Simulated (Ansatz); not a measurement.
Consider this model of amorphous Hf18O39Al2.

```xyz
59
Lattice="8.8869 0.2377 0.1832 0.2377 9.1528 -0.0809 0.1832 -0.0809 9.2890" Properties=species:S:1:pos:R:3 pbc="T T T"
Hf     1.1712     3.9787     2.8670
Hf     8.7387     7.6445     4.3438
Hf     3.8709     8.6379     4.6886
Hf     8.6698     2.2439     8.2049
Hf     7.8166     6.3674     8.2375
Hf     7.3283     4.6564     5.1336
Hf     5.0177     0.3959     7.8797
Hf     7.3042     0.2855     0.9225
Hf     3.1658     3.4873     9.1719
Hf     2.1779     4.3088     6.1874
Hf     4.5196     6.3166     7.2151
Hf     1.4466     8.0756     7.0392
Hf     1.7401     6.9603     1.2348
Hf     3.9892     1.3147     1.8190
Hf     6.0094     1.6665     4.4003
Hf     6.7405     3.7024     1.4857
Hf     5.0649     7.2664     1.3336
Hf     4.4574     5.3217     3.6430
O      2.3846     6.1622     6.5972
O      3.9054     1.4341     3.8500
O      3.8580     6.6134     9.1933
O      5.1264     0.5993     5.8589
O      1.8290     8.3097     4.7964
O      0.4476     4.3041     5.1593
O      9.0437     0.2485     8.7784
O      8.5163     2.1645     1.0343
O      8.0205     4.1266     2.9814
O      7.2038     6.4548     4.2901
O      6.2975     1.6638     2.3178
O      7.7305     4.3518     9.0654
O      5.1223     8.4075     3.0322
O      3.9434     4.2749     7.4001
O      1.4434     3.3204     7.8333
O      3.5835     8.3723     6.9429
O      0.8922     6.6987     8.7005
O      3.6457     1.5598     8.7161
O      5.7681     5.4580     2.0191
O      0.8256     1.8754     3.5349
O      6.0583     7.5984     7.7846
O      2.6613     9.0087     1.5208
O      7.1443     7.3727     0.7039
O      8.6929     7.3462     6.4718
O      4.6359     3.2727     1.1615
O      4.5503     6.6589     5.1212
O      5.3769     9.1873     0.5691
O      2.8418     4.2356     4.1769
O      3.4186     6.5496     2.4863
O      5.6434     3.7226     4.2799
O      0.7719     1.0203     6.4849
O      6.7626     1.4433     8.4499
O      7.6573     0.3459     4.5391
O      1.8765     4.8249     1.0797
O      0.8496     6.1438     2.9091
O      7.4976     2.5761     5.7074
O      2.1665     2.4347     1.5951
O      9.0686     8.8176     2.1476
O      6.5252     5.3252     6.8660
Al     0.9894     1.0113     1.9306
Al     8.8728     1.5325     5.1261
```

All values below come from PBE, scalar-relativistic without spin-orbit coupling (plane waves to 420 eV, PAW; Ansatz, a first-principles code).

Preparation: random packing, a CHGNet melt and quench, and a DFT relaxation. O atoms were pushed apart under 1.9 Å during the dynamics, to hinder bonds among them. The hot cell started wider than the set density and was brought back towards it in steps. It is the lowest in DFT energy of 2 quenches. It is a model cell: composition and starting density were chosen by hand, and all elements were melted together. No dispersion term was used. Its density started from a set value of 8.56 and ended at 8.56 g/cm³. The simulated quench (nominally 450 K/ps over its main leg) is rapid and tends to freeze in more defects than a deposited or slowly cooled glass has. One small periodic cell is one sample of the glass; other quenches scatter about these values. The volume was held where the preparation left it and the shape relaxed, at a PBE pressure of -1.3 GPa (tension). Stress components on the final sampling reach 1.4 GPa. On a 2×2×2 Γ-centred mesh force components of up to 0.13 eV/Å stay, since the relaxation ran on the zone centre alone.

Cut-offs for bonds: Hf-Hf 3.34 Å, Hf-O 2.64 Å, Hf-Al 3.00 Å, O-O 1.58 Å, O-Al 2.24 Å, Al-Al 2.66 Å. Two cations that share two anions don't count as bonded, nor two that share one unless they lie closer than Hf-Hf 3.25 Å, Hf-Al 2.92 Å, Al-Al 2.59 Å.

Q: Give the coordination numbers, mean bond lengths and angles.

A: 
Mean coordination of Hf by anions: 6.28 (2 with 5, 10 with 6, 5 with 7, 1 with 8)
Mean coordination of O: 3.13 (1 with 2, 32 with 3, 6 with 4)
Mean coordination of Al by anions: 4.50 (1 with 4, 1 with 5)
Mean Hf-O bond: 2.149 Å (spread 0.118 Å, 113 counted)
Mean O-Al bond: 1.839 Å (spread 0.068 Å, 9 counted)
Bond angle at Hf: mean 102.5°, spread 29.2°
Bond angle at O: mean 114.5°, spread 17.8°
Bond angle at Al: mean 107.7°, spread 22.5°

Q: List the pairs of like atoms that count as bonded by the rules above.

A: There are none by these rules.
